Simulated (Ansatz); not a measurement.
**What biaxial strain −2.10 %, plane normal [110], relaxed out of plane does to hypothetical CsCl type TiAs**

The reference is TiAs in the CsCl type structure (space group Pm-3m, No. 221; a = 3.196 Å; a hypothetical phase, not in the database extracts checked; relaxed with 0.1 eV smearing). Axes: x, y, z lie along the cube axes.

Now apply this change: compressive biaxial strain of 2.10 % in the plane normal to [110], as in epitaxy on a mismatched substrate; the out-of-plane cell vector and the atoms relax.

Method: PBE, PAW, 420 eV (Ansatz, a program for electronic structure; spin-orbit coupling left out). k-mesh 18×18×18 (Γ-centred); smearing 0.1 eV (Fermi–Dirac).

* **Volume per atom**: 16.19 Å³ (base 16.33 Å³)
* **Space group**: Cmmm (No. 65) (base Pm-3m (No. 221))
* **Shortest interatomic distance**: 2.710 Å (base 2.768 Å)
* **Energy relative to the base (free energy F)**: +2.7 meV/atom
* **Pressure (mean of the normal stresses, compression positive)**: 1.2 GPa (base 0.0 GPa)
* **Band gap**: zero (base zero)
* **Out-of-plane strain**: +3.46 %
* **Ratio −ε⊥/ε∥**: 1.65
* **Mean in-plane stress (compression positive)**: +1.8 GPa

Stability against distortions was not tested. All final runs are without spin polarisation. An odd electron count without spin: TiAs. TiAs has a high density of states at the Fermi level and may be magnetic at this level.
